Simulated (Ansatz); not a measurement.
We consider BeAlNO (model structure, started from the AlSiCN type, P3m1, No. 156, 4 atoms in the cell), described by G0W0@PBEsol (plane waves, hard PAW, contour deformation; Ansatz, a first-principles code).

The same calculation (at the PBEsol cell, 8.966 Å³/atom) with different numerical settings; throughout: k mesh 3×3×2:

```tsv
run	response cutoff (eV)	empty bands	quasiparticle gap on the mesh (eV)	quasiparticle gap at Γ (eV)	rough time
1	100	150	6.285	6.285	20 core-s
2	150	275	6.443	6.443	30 core-s
3	200	423	6.523	6.523	90 core-s
4	250	591	6.558	6.558	2 core-min
5	300	777	6.576	6.576	7 core-min
6	400	1197	[?]	[?]	10 core-min
```

Problem. Some entries are withheld; supply them.

Solution. 
- 6, quasiparticle gap on the mesh (eV): 6.594
- 6, quasiparticle gap at Γ (eV): 6.594

In the column quasiparticle gap on the mesh (eV) the first row differs from the last by -0.309 and the next to last by -0.018.

The last row is no converged limit: other settings stay fixed.

A model structure was made by putting elements into a prototype or built by hand; it is no filed structure, need not be a known phase, and can be a saddle point held by its symmetry.
